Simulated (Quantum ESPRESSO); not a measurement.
Quantum ESPRESSO run on Ca (Fm-3m, 1 atom in the cell): self-consistent single point.

Level of theory: PBE, SSSP 1.1.2 precision (PBE) pseudopotentials (plane waves; Quantum ESPRESSO).

```
CELL_PARAMETERS angstrom
     -2.72958     0.00000     2.72958
      0.00000     2.72958     2.72958
     -2.72958     2.72958     0.00000
ATOMIC_POSITIONS crystal
  Ca 0.00000 0.00000 0.00000
```

Reference input (self-consistent single point, DFT, PBE, plane waves, SSSP 1.1.2 precision (PBE) pseudopotentials): ecutwfc = 50 Ry; ecutrho = 400 Ry; occupations = smearing; smearing = marzari-vanderbilt; degauss = 0.0073499 Ry; potentials = {Ca: Ca_pbe_v1.uspp.F.UPF}; K_POINTS = automatic 7 7 7 0 0 0; conv_thr = 1e-09 Ry; mixing_beta = 0.4. This run's input differs from it in these lines:

```diff
@@ -19,2 +19,3 @@
    degauss = 0.0073499
+   nbnd = 5
 /
```

Output (repeated stretches shortened):

```
     Self-consistent Calculation

     iteration #  1     ecut=    50.00 Ry     beta= 0.40

---- Real-time Memory Report at c_bands before calling an iterative solver
           162 MiB given to the printing process from OS
            29 MiB allocation reported by mallinfo(arena+hblkhd)
------------------

     Threshold (ethr) on eigenvalues was too large:
     Diagonalizing with lowered threshold

---- Real-time Memory Report at c_bands before calling an iterative solver
           166 MiB given to the printing process from OS
            37 MiB allocation reported by mallinfo(arena+hblkhd)
------------------

   [... lines left out ...]

---- Real-time Memory Report at c_bands before calling an iterative solver
           176 MiB given to the printing process from OS
            46 MiB allocation reported by mallinfo(arena+hblkhd)
------------------

     total energy              =     -74.92398032 Ry
     estimated scf accuracy    <       0.00000001 Ry

     iteration #  7     ecut=    50.00 Ry     beta= 0.40

---- Real-time Memory Report at c_bands before calling an iterative solver
           176 MiB given to the printing process from OS
            46 MiB allocation reported by mallinfo(arena+hblkhd)
------------------
     End of self-consistent calculation

     the Fermi energy is     6.0192 ev

!    total energy              =     -74.92398032 Ry
     estimated scf accuracy    <          2.6E-10 Ry
     smearing contrib. (-TS)   =       0.00000000 Ry
     internal energy E=F+TS    =     -74.92398032 Ry

     convergence has been achieved in   7 iterations

     Forces acting on atoms (cartesian axes, Ry/au):

     atom    1 type  1   force =     0.00000000    0.00000000    0.00000000

     Total force =     0.000000     Total SCF correction =     0.000000

          total   stress  (Ry/bohr**3)                   (kbar)     P=        3.42
   0.00002323   0.00000000   0.00000000            3.42        0.00        0.00
   0.00000000   0.00002323  -0.00000000            0.00        3.42       -0.00
   0.00000000  -0.00000000   0.00002323            0.00       -0.00        3.42

   JOB DONE.
```

The run converged in 7 iterations. Against the reference run the free energy rises by 16.1 meV/atom and the pressure goes from 0.75 to 0.34 GPa.

The starting cell comes from a database of computed structures (which also holds hypothetical and non-ambient phases and stackings), without a prior relaxation at this level. Its lattice was rescaled by a random factor within 2.5 % of one.
